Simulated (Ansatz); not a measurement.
# TaSi2 under a change: Si → Bi

Consider TaSi2 (space group P6_222, No. 180; a = 4.776 Å, c = 6.563 Å).

The change: every Si is replaced by Bi; the structure is relaxed again.

Level of theory: Ansatz (a first-principles code) r2SCAN, scalar-relativistic without spin-orbit coupling. k-mesh 10×10×6 (Γ-centred); smearing 0.05 eV (Fermi–Dirac), for the changed cell.

```tsv
quantity	base	changed	shift
volume per atom	14.40 Å³	24.37 Å³	+9.97 Å³
density	9.11 g/cm³	13.60 g/cm³	+4.49 g/cm³
lattice parameter a	4.776 Å	5.504 Å	+0.728 Å
c/a ratio	1.374	1.519	+0.145
space group	P6_222 (No. 180)	P6_222 (No. 180)	–
shortest interatomic distance	2.550 Å	3.153 Å	+0.603 Å
band gap	zero	zero	–
```

Cost of the whole job for the changed cell (relaxation, final SCF and bands): roughly 26 core-minutes.

Whether these cells are dynamically stable was not tested. As relaxed here, TaBi2 is a hypothetical phase, not in the database extracts checked. The final runs are not spin-polarised. An odd electron count without spin: TaBi2 and TaSi2. TaBi2 has a high density of states at the Fermi level and may be magnetic at this level.
